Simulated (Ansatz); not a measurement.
## BN: pressure series

Consider BN in the h-BN type structure (space group P6_3/mmc, No. 194; a = 2.506 Å, c = 6.616 Å; layered, stacked along the Cartesian z axis).

Cell and atoms are relaxed at each pressure.

Levels (all Ansatz, a quantum-chemistry and plane-wave program, PAW, earlier PAW set): PBE-D3(BJ) (420 eV, no SOC); r2SCAN+rVV10 (500 eV, without spin-orbit coupling).

The base cell above is that of PBE-D3(BJ); each level relaxes its own structures.

| case | lattice parameter a, PBE-D3(BJ) | lattice parameter a, r2SCAN+rVV10 |
|---|---|---|
| pressure −1 GPa | 2.508 Å | 2.502 Å |
| pressure 0.9 GPa | 2.504 Å | 2.498 Å |
| pressure 2.1 GPa | 2.501 Å | 2.495 Å |
| pressure 4.5 GPa | 2.496 Å | 2.491 Å |
| pressure 9 GPa | 2.488 Å | 2.483 Å |
| pressure 15 GPa | 2.479 Å | 2.475 Å |
| pressure 22.5 GPa | 2.470 Å | 2.465 Å |
| pressure 30 GPa | 2.462 Å | 2.456 Å |

PBE-D3(BJ) lies above r2SCAN+rVV10 in every row, by 0.005 Å to 0.006 Å. They put the cases in the same order.

From pressure 22.5 GPa on, the axis ratios lie over 15 % from the base's, so the cell there is far from its starting form. Load acts through the strain it causes; cell and atoms are relaxed under it. Whether these cells are dynamically stable was not tested. Competing high-pressure phases were not computed.
